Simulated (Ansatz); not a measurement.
# RuAl (model structure, started from the B19 type, Pm-3m, No. 221, 4 atoms in the cell)

These are PBE-D3(BJ) (PAW; Ansatz, a program for electronic structure) values and carry that method's errors.

Run with plane-wave cutoff 500 eV, 14×20×14 k mesh (along the axes of the cell as run), Fermi–Dirac smearing 0.1 eV, no spin polarisation, scalar-relativistic PAW data made under PBE.

Cell (relaxed at this level):

```
CELL_PARAMETERS angstrom
      4.20560     0.00000     0.00000
      0.00000     2.97466     0.00000
      0.00000     0.00000     4.20560
ATOMIC_POSITIONS crystal
  Al 0.75000 0.50000 0.25000
  Al 0.25000 0.50000 0.75000
  Ru 0.75000 0.00000 0.75000
  Ru 0.25000 0.00000 0.25000
```

```
Property         Result
--------  -------------
band gap  zero (no gap)
```

Spin–orbit coupling is not included.

The result took roughly 4 core-minutes.

A model structure was made by putting elements into a prototype or built by hand; here it ended with the formula and space group of a phase in our tables.
